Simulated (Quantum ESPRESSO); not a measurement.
```xyz
6
Lattice="3.7442 0.0000 0.0000 0.0000 3.7442 0.0000 0.0000 0.0000 10.1754" Properties=species:S:1:pos:R:3 pbc="T T T"
Hf     0.0000     1.8721     8.1048
Hf     1.8721     0.0000     2.1207
Ge     0.0000     0.0000     0.0000
Ge     1.8721     1.8721     0.0000
Te     1.8721     0.0000     6.7178
Te     0.0000     1.8721     3.4576
```

Method: PBEsol, PSlibrary PAW (PBE) pseudopotentials (plane waves; Quantum ESPRESSO 7.5).

The set-up and first iterations of a Quantum ESPRESSO log for HfGeTe (P4mm, 6 atoms in the cell):

```
     file Hf.pbe-spn-kjpaw_psl.1.0.0.UPF: wavefunction(s)  5P renormalized
     file Te.pbe-n-kjpaw_psl.1.0.0.UPF: wavefunction(s)  5S 5P renormalized
     G-vector sticks info
     --------------------
     sticks:   dense  smooth     PW     G-vecs:    dense   smooth      PW
     Sum        1313     877    261                97383    53127    8485

     bravais-lattice index     =            6
     lattice parameter (alat)  =       7.0756  a.u.
     unit-cell volume          =     962.6716 (a.u.)^3
     number of atoms/cell      =            6
     number of atomic types    =            3
     number of electrons       =        44.00
     number of Kohn-Sham states=           22
     kinetic-energy cutoff     =      55.0000  Ry
     charge density cutoff     =     330.0000  Ry
     scf convergence threshold =      1.0E-10
     mixing beta               =       0.3000
     number of iterations used =            8  plain     mixing
   [... lines left out ...]
         4        Ge     tau(   4) = (   0.5000000   0.5000000   0.0000000  )
         5        Te     tau(   5) = (   0.5000000   0.0000000   1.7941673  )
         6        Te     tau(   6) = (   0.0000000   0.5000000   0.9234445  )

   Crystallographic axes

     site n.     atom                  positions (cryst. coord.)
         1        Hf     tau(   1) = (  0.0000000  0.5000000  0.7965040  )
         2        Hf     tau(   2) = (  0.5000000  0.0000000  0.2084100  )
         3        Ge     tau(   3) = (  0.0000000  0.0000000  0.0000000  )
         4        Ge     tau(   4) = (  0.5000000  0.5000000  0.0000000  )
         5        Te     tau(   5) = (  0.5000000  0.0000000  0.6602000  )
         6        Te     tau(   6) = (  0.0000000  0.5000000  0.3398000  )

     number of k points=    12  Gaussian smearing, width (Ry)=  0.0073
                       cart. coord. in units 2pi/alat
        k(    1) = (   0.0000000   0.0000000   0.0000000), wk =   0.0625000
        k(    2) = (   0.0000000   0.0000000  -0.1839851), wk =   0.0625000
        k(    3) = (   0.0000000   0.2500000   0.0000000), wk =   0.2500000
   [... 9 lines left out ...]

     Dense  grid:    97383 G-vectors     FFT dimensions: (  48,  48, 120)

     Smooth grid:    53127 G-vectors     FFT dimensions: (  36,  36,  96)

     Initial potential from superposition of free atoms

     starting charge      43.9943, renormalised to      44.0000
     Self-consistent Calculation

     iteration #  1     ecut=    55.00 Ry     beta= 0.30

---- Real-time Memory Report at c_bands before calling an iterative solver
           367 MiB given to the printing process from OS
           104 MiB allocation reported by mallinfo(arena+hblkhd)
------------------

     Threshold (ethr) on eigenvalues was too large:
     Diagonalizing with lowered threshold

---- Real-time Memory Report at c_bands before calling an iterative solver
           406 MiB given to the printing process from OS
           127 MiB allocation reported by mallinfo(arena+hblkhd)
------------------

     total energy              =   -2410.52784388 Ry
     estimated scf accuracy    <       0.37707585 Ry

     iteration #  2     ecut=    55.00 Ry     beta= 0.30

---- Real-time Memory Report at c_bands before calling an iterative solver
           421 MiB given to the printing process from OS
           143 MiB allocation reported by mallinfo(arena+hblkhd)
------------------

     total energy              =   -2410.60663503 Ry
     estimated scf accuracy    <       0.16693108 Ry

     iteration #  3     ecut=    55.00 Ry     beta= 0.30

---- Real-time Memory Report at c_bands before calling an iterative solver
           422 MiB given to the printing process from OS
           145 MiB allocation reported by mallinfo(arena+hblkhd)
------------------

     total energy              =   -2410.61097912 Ry
     estimated scf accuracy    <       0.02853083 Ry
```

Task: Will this run converge, and how will it end?

Result: The run ended unconverged after 100 iterations. It gives no final result for the task that was set. Warnings to mind: c_bands:  1 eigenvalues not converged; c_bands:  2 eigenvalues not converged; c_bands:  3 eigenvalues not converged. The log goes on:

```
   [... 95 blocks of this kind left out ...]

     iteration # 99     ecut=    55.00 Ry     beta= 0.30

---- Real-time Memory Report at c_bands before calling an iterative solver
   [... lines left out ...]

     total energy              =   -2410.62861067 Ry
     estimated scf accuracy    <       0.00186779 Ry

     iteration #100     ecut=    55.00 Ry     beta= 0.30

---- Real-time Memory Report at c_bands before calling an iterative solver
           431 MiB given to the printing process from OS
           156 MiB allocation reported by mallinfo(arena+hblkhd)
------------------
     c_bands:  3 eigenvalues not converged
     c_bands:  2 eigenvalues not converged
     c_bands:  3 eigenvalues not converged
     c_bands:  1 eigenvalues not converged
     c_bands:  1 eigenvalues not converged

     total energy              =   -2410.62759181 Ry
     estimated scf accuracy    <       0.00445560 Ry
     End of self-consistent calculation

     convergence NOT achieved after 100 iterations: stopping

   JOB DONE.
```

The starting cell comes from a database of computed structures (which also holds hypothetical and non-ambient phases and stackings), without a prior relaxation at this level. Its lattice was rescaled by up to half a per cent. One atom was moved a little off its site on purpose. Spin-orbit coupling is off.

The run was DFT, PBEsol, plane waves, PSlibrary PAW (PBE) pseudopotentials. Main settings of its input:

ecutwfc: 55 Ry
ecutrho: 330 Ry
occupations: smearing
smearing: gaussian
degauss: 0.0073499 Ry
input_dft: pbesol
K_POINTS: automatic 4 4 2 0 0 0
nbnd: 22
conv_thr: 1e-10 Ry
mixing_beta: 0.3
